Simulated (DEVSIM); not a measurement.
Structure: Au/Si3N4/p-Si capacitor, at 300 K.

```csv
layer (left to right),material,thickness (nm),Na (cm⁻³)
1,Si3N4,2.20,-
2,Si,11000,2.6e15
```

Metal gate on the left, work function 5.1 eV. Fixed charge at the semiconductor interface -1.3e11 cm⁻² (in units of +e); no interface traps.

Constants are typed, rounded textbook-type inputs, not results; the design itself was drawn at random and stands for no fabricated device. Values at 300 K.

```
parameter      Si3N4       Si
-------------  -----  -------
gap (eV)         5.1    1.124
affinity (eV)    2.1     4.05
permittivity     7.5     11.7
Nc (cm⁻³)          -  2.86e19
Nv (cm⁻³)          -   3.1e19
```

Model (solved in DEVSIM): 1D Poisson equation in equilibrium, Boltzmann statistics, complete ionisation; no quantum confinement or tunnelling. Metal contacts follow the ideal Schottky-Mott rule: no Fermi-level pinning, no interface dipoles.

Problem. Tabulate band edges, carrier densities and field at 0.6 V on the gate.

Solution. Energies count from the Fermi level of the right contact; mesh points crowd at the junctions.

| x (μm) | Ec (eV) | Ev (eV) | n (cm⁻³) | p (cm⁻³) | field (V/cm) |
|---|---|---|---|---|---|
| 0.000 | 2.400 | -2.700 | < 1e2 | < 1e2 | 59000 |
| 0.0009262 | 2.405 | -2.695 | < 1e2 | < 1e2 | 59000 |
| 0.001856 | 2.411 | -2.689 | < 1e2 | < 1e2 | 59000 |
| 0.002969 | 0.464 | -0.660 | 4.5e11 | 2.6e8 | 18000 |
| 0.006747 | 0.471 | -0.653 | 3.5e11 | 3.3e8 | 18000 |
| 0.01391 | 0.483 | -0.640 | 2.2e11 | 5.4e8 | 17000 |
| 0.03108 | 0.513 | -0.611 | 7.0e10 | 1.7e9 | 17000 |
| 0.08990 | 0.603 | -0.521 | 2.1e9 | 5.6e10 | 14000 |
| 0.2015 | 0.737 | -0.387 | 1.2e7 | 9.9e12 | 9800 |
| 0.4688 | 0.870 | -0.254 | 70000 | 1.7e15 | 1400 |
| 1.056 | 0.881 | -0.243 | 45000 | 2.6e15 | ≈ 0 |
| 3.122 | 0.881 | -0.243 | 45000 | 2.6e15 | ≈ 0 |
| 6.664 | 0.881 | -0.243 | 45000 | 2.6e15 | ≈ 0 |
| 9.144 | 0.881 | -0.243 | 45000 | 2.6e15 | ≈ 0 |
| 10.38 | 0.881 | -0.243 | 45000 | 2.6e15 | ≈ 0 |
| 10.72 | 0.881 | -0.243 | 45000 | 2.6e15 | ≈ 0 |
| 10.88 | 0.881 | -0.243 | 45000 | 2.6e15 | ≈ 0 |
| 10.95 | 0.881 | -0.243 | 45000 | 2.6e15 | ≈ 0 |
| 10.98 | 0.881 | -0.243 | 45000 | 2.6e15 | ≈ 0 |
| 10.99 | 0.881 | -0.243 | 45000 | 2.6e15 | ≈ 0 |
| 11.00 | 0.881 | -0.243 | 45000 | 2.6e15 | ≈ 0 |
| 11.00 | 0.881 | -0.243 | 45000 | 2.6e15 | ≈ 0 |
